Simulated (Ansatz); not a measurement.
We consider antifluorite K2S, described by PBEsol in Ansatz (plane waves, PAW).

Run with plane-wave cutoff 520 eV, 8×8×8 k mesh, Fermi–Dirac smearing 0.01 eV, scalar-relativistic PAW data made under PBE.

The cell is scaled about its equilibrium volume:

```json
[
 {"V (Å³/atom)": "30.934", "P (GPa)": "1.42", "direct gap at Γ (eV)": "2.794", "smallest gap on the k mesh (eV)": "2.496"},
 {"V (Å³/atom)": "31.592", "P (GPa)": "0.89", "direct gap at Γ (eV)": "2.718", "smallest gap on the k mesh (eV)": "2.445"},
 {"V (Å³/atom)": "32.250", "P (GPa)": "0.42", "direct gap at Γ (eV)": "2.645", "smallest gap on the k mesh (eV)": "2.395"},
 {"V (Å³/atom)": "32.909", "P (GPa)": "0.00", "direct gap at Γ (eV)": "2.575", "smallest gap on the k mesh (eV)": "2.347"},
 {"V (Å³/atom)": "33.567", "P (GPa)": "-0.38", "direct gap at Γ (eV)": "2.508", "smallest gap on the k mesh (eV)": "2.299"},
 {"V (Å³/atom)": "34.225", "P (GPa)": "-0.72", "direct gap at Γ (eV)": "2.444", "smallest gap on the k mesh (eV)": "2.254"},
 {"V (Å³/atom)": "34.883", "P (GPa)": "-1.03", "direct gap at Γ (eV)": "2.382", "smallest gap on the k mesh (eV)": "2.209"}
]
```

The fundamental gap (2.35 eV at the equilibrium volume, with added k points) lies elsewhere than Γ–Γ.

Ansatz is a quantum-chemistry and plane-wave program.
